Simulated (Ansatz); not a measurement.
The parent structure is CdS in the zinc blende structure (space group F-43m, No. 216; a = 5.879 Å).

Computed with Ansatz (a quantum-chemistry and plane-wave program) r2SCAN, scalar-relativistic without spin-orbit coupling, earlier PAW set.

One change was made to it. Results:

```csv
quantity,base,after
gap character,direct at Γ,direct at Γ
electron mass,0.15 mₑ (at Γ),0.16 mₑ (at Γ)
lattice parameter a,5.879 Å,5.792 Å
```

**Question.** What was done to the base?
A) pressure 3 GPa
B) pressure 75 GPa
C) pressure 15 GPa
D) pressure −2 GPa
E) pressure −1 GPa

**Answer.** A, pressure 3 GPa. For comparison, the electron mass in the other runs: pressure −1 GPa gives 0.15 mₑ (at Γ); pressure 75 GPa gives 0.20 mₑ (at Γ); pressure −2 GPa gives 0.15 mₑ (at Γ); pressure 15 GPa gives 0.17 mₑ (at Γ).

Load acts through the strain it causes; cell and atoms are relaxed under it. Effective masses come from finite differences of ±0.01 Å⁻¹. Whether these cells are dynamically stable was not tested. Tetrahedral semiconductors of this kind turn to denser phases somewhere between about 1 and 50 GPa; those were not computed, so compressed cells here can lie past the real transition.
